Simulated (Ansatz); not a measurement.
The starting structures come from a database of crystals and need not be the phases stable at ambient conditions.

 Where the default PAW files enter, the runs use the earlier of Ansatz's two default sets.

# Evanescent states of K$_{2}$SnCl$_{6}$ (Fm-3m, not sure to be the ambient phase, 9 atoms a cell, 27.6 Å³ an atom) along the normal of (001)

Method: PBEsol (plane waves, PAW; Ansatz, an electronic-structure program).

The gap is the functional's own. No spin-orbit coupling. Mid-gap values are interpolated on the energy grid.

Energies count from the valence-band top; κ is the least over a 4×4 mesh across the current.

```json
[
 {"E (eV)": "0.06", "κ (1/Å)": "0.119", "where": "Γ"},
 {"E (eV)": "0.18", "κ (1/Å)": "0.203", "where": "Γ"},
 {"E (eV)": "0.30", "κ (1/Å)": "0.257", "where": "Γ"},
 {"E (eV)": "0.42", "κ (1/Å)": "0.299", "where": "Γ"},
 {"E (eV)": "0.54", "κ (1/Å)": "0.298", "where": "Γ"},
 {"E (eV)": "0.66", "κ (1/Å)": "0.294", "where": "Γ"},
 {"E (eV)": "0.78", "κ (1/Å)": "0.291", "where": "Γ"},
 {"E (eV)": "0.90", "κ (1/Å)": "0.288", "where": "Γ"},
 {"E (eV)": "1.02", "κ (1/Å)": "0.283", "where": "Γ"},
 {"E (eV)": "1.14", "κ (1/Å)": "0.276", "where": "Γ"},
 {"E (eV)": "1.26", "κ (1/Å)": "0.268", "where": "Γ"},
 {"E (eV)": "1.38", "κ (1/Å)": "0.258", "where": "Γ"},
 {"E (eV)": "1.50", "κ (1/Å)": "0.245", "where": "Γ"},
 {"E (eV)": "1.62", "κ (1/Å)": "0.229", "where": "Γ"},
 {"E (eV)": "1.74", "κ (1/Å)": "0.210", "where": "Γ"},
 {"E (eV)": "1.86", "κ (1/Å)": "0.186", "where": "Γ"},
 {"E (eV)": "1.98", "κ (1/Å)": "0.155", "where": "Γ"},
 {"E (eV)": "2.10", "κ (1/Å)": "0.111", "where": "Γ"}
]
```

Problem. How thick must the barrier be to attenuate the transmission by 10^6 when the electrodes' Fermi level lies at 1.02 eV, and what attenuation does that film give at 0.30 eV?

Solution. d = 6 ln 10 / (2 × 0.283) = 24.4 Å. At 0.30 eV it gives 6 × 0.257/0.283 = 5.4 decades.
